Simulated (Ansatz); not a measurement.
An Ansatz (a first-principles code) input (Ansatz r2SCAN, no SOC):

Ansatz 0.2 input:
```yaml
crystal:
  lattice:
    - [0, 3.2124589683, 3.2124589683]
    - [3.2124589683, 0, 3.2124589683]
    - [3.2124589683, 3.2124589683, 0]
  atoms:
    - { symbol: S, position: [0, 0, 0] }
    - { symbol: Ba, position: [0.5, 0.5, 0.5] }
basis: { ecutwfc: 500, ecutrho_ratio: 4, xc_grid: 4, fft_grid_basis: typed }
kpoints: { mp_grid: { grid: [9, 9, 9] } }
hamiltonian:
  xc: r2scan
  dispersion: none
  pseudopotentials: { kind: paw }
scf: { occupations: { method: fermi_dirac, width: 0.05 }, convergence: { dr2_threshold: 0.0000000002 } }
output: { forces: true, stress: true }
```

**Question.** Which symmetry and how many k-points will the program report, and about how many plane waves at Γ?

**Answer.** Space group Fm-3m (ITA 225) with 48 operations, k-points 35 of 729, and 1687 plane waves at Γ.

No phonon test of stability was made. The cell is BaS in the rock salt structure (space group Fm-3m, No. 225).
